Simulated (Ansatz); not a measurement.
Worked example: self-consistent single point of Li₄H₄Rh (I4/m, 9 atoms in the cell) in Ansatz (a first-principles code).

Method: LDA (PW92), default PAW files made with PBE (plane waves; Ansatz).

```
CELL_PARAMETERS angstrom
     -3.10979     3.10979     2.04443
      3.10979    -3.10979     2.04443
      3.10979     3.10979    -2.04443
ATOMIC_POSITIONS crystal
  Li 0.77954 0.38575 0.16529
  Li 0.22046 0.61425 0.83471
  Li 0.38575 0.22046 0.60621
  Li 0.61425 0.77954 0.39379
  H  0.73488 0.06629 0.80117
  H  0.26512 0.93371 0.19883
  H  0.06629 0.26512 0.33141
  H  0.93371 0.73488 0.66859
  Rh 0.00000 0.00000 0.00000
```

Reference input (self-consistent single point, DFT, LDA (PW92), plane waves, default PAW files made with PBE): kpoints.mp_grid.grid = 8 8 8; hamiltonian.xc = lda; hamiltonian.pseudopotentials = {kind: paw} (the program's default PAW files); scf.occupations.method = gaussian; scf.occupations.width = 0.05 eV. This run's input differs from it in these lines:

Ansatz 0.2 input:
```diff
@@ -17,3 +17,3 @@
 kpoints:
-  mp_grid: { grid: [8, 8, 8] }
+  mp_grid: { grid: [19, 19, 19] }
 hamiltonian:
```

Log, with long lists cut:

```
SCF iter   1: F=—  HF=-7151.988019 eV  |F-HF|=—  |Δ(HF+E_count)|=         —  Δρ=1.15e-2  dr2=6.92e-2  ethr=1.77e-3  ⟨swp⟩=5.9  Hψ=108174  notcnv=0  defer=566
all-band conjugate gradients solve this SCF's bands
preconditioner: auto → Kerker (q_TF=auto, 2.358 Å⁻¹)
SCF iter   2: F=—  HF=-7151.958245 eV  |F-HF|=—  |Δ(HF+E_count)|=   2.98e-2  Δρ=6.42e-3  dr2=2.67e-2  ethr=2.10e-4  ⟨swp⟩=1.9  Hψ=35339  notcnv=0  defer=2348
   [... lines left out ...]
SCF iter   4: F=—  HF=-7151.945790 eV  |F-HF|=—  |Δ(HF+E_count)|=   5.18e-4  Δρ=2.28e-4  dr2=4.91e-5  ethr=4.51e-6  ⟨swp⟩=2.0  Hψ=27078  notcnv=0  defer=2348
SCF iter   5: F=—  HF=-7151.945778 eV  |F-HF|=—  |Δ(HF+E_count)|=   1.12e-5  Δρ=6.06e-5  dr2=3.52e-6  ethr=1.49e-7  ⟨swp⟩=2.0  Hψ=22806  notcnv=0  defer=2348
SCF iter   6: F=—  HF=-7151.945778 eV  |F-HF|=—  |Δ(HF+E_count)|=   6.95e-7  Δρ=1.56e-5  dr2=1.85e-7  ethr=1.07e-8  ⟨swp⟩=2.5  Hψ=30835  notcnv=0  defer=2348
SCF iter   7: F=-7151.945778 eV  HF=-7151.945778 eV  |F-HF|=1.86e-8  |Δ(HF+E_count)|=   1.36e-8  Δρ=5.15e-6  dr2=3.07e-8  ethr=3.03e-10  ⟨swp⟩=8.6  Hψ=95498  notcnv=0
SCF 1 converged in 7 iterations: F = -7151.945778 eV  dr2 = 3.07e-8
Free energy (F): -7151.945778 eV
Internal energy: -7151.944465 eV  (E = F + TS)
E sigma→0 (E₀):  -7151.945121 eV
Entropy (-TS):   -0.001312 eV (-0.146 meV/atom)
Fermi energy:    6.059070 eV
--- Forces (eV/Å), atoms counted from 1 ---
  atom   1  Li    -0.00990246     0.00546800     0.00000000
  atom   2  Li     0.00990246    -0.00546800    -0.00000000
  atom   3  Li    -0.00546800    -0.00990246     0.00000000
  atom   4  Li     0.00546800     0.00990246     0.00000000
  atom   5  H     -0.01511714     0.06259969     0.00000000
  atom   6  H      0.01511714    -0.06259969    -0.00000000
  atom   7  H     -0.06259969    -0.01511714     0.00000000
  atom   8  H      0.06259969     0.01511714     0.00000000
  atom   9  Rh     0.00000000    -0.00000000     0.00000000
--- Stress (GPa, compression-positive) ---
       -2.532053       0.000001       0.000000
       -0.000001      -2.532053      -0.000000
        0.000000      -0.000000      -3.155980
  P = ⅓ Tr σ = -2.7400 GPa (-27.400 kbar)
  The stress holds the Pulay correction. Without it, at fixed plane waves, as pw.x and ABINIT print it: P = -2.8470 GPa
```

The run converged in 7 iterations. Against the reference run the free energy is nearly the same (within 1 meV/atom), the pressure stays at -2.74 GPa and the largest force goes from 0.060 to 0.064 eV/Å.

The starting cell comes from a database of computed structures (which also holds hypothetical and non-ambient phases and stackings), without a prior relaxation at this level. Spin polarisation is off. Ansatz's pressure includes its estimate of the finite-basis (Pulay) stress.

Cost on one core of a shared machine: roughly 60 s.
